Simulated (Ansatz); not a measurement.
The starting structures come from a database of crystals and need not be the phases stable at ambient conditions.

 Where the default PAW files enter, the runs use the earlier of Ansatz's two default sets.

```
CELL_PARAMETERS angstrom
      5.96987     0.00000     0.00000
      0.00000     5.96987     0.00000
      2.98493    -2.98493     4.22133
ATOMIC_POSITIONS crystal
  Rb 0.25000 0.25000 0.50000
  Rb 0.75000 0.75000 0.50000
  Ge 0.00000 0.00000 0.00000
  F  0.21455 0.78545 0.57090
  F  0.78545 0.21455 0.42910
  F  0.78545 0.78545 0.00000
  F  0.21455 0.21455 0.00000
  F  0.21455 0.78545 0.00000
  F  0.78545 0.21455 0.00000
```

Space group of this cell: Fm-3m. The cell is taken as given.

Transport runs along the normal of the first two printed cell vectors, the (001) plane of the conventional cell.

The gap is the functional's own. No spin-orbit coupling. Mid-gap values are interpolated on the energy grid.

Task: Estimate the band gap and the smallest decay constant κ at mid-gap that r2SCAN in Ansatz (an electronic-structure program) returns for this system.

Result: Gap 7.31 eV on a 8×8×8 mesh; κ = 0.585 1/Å, at the zone centre.
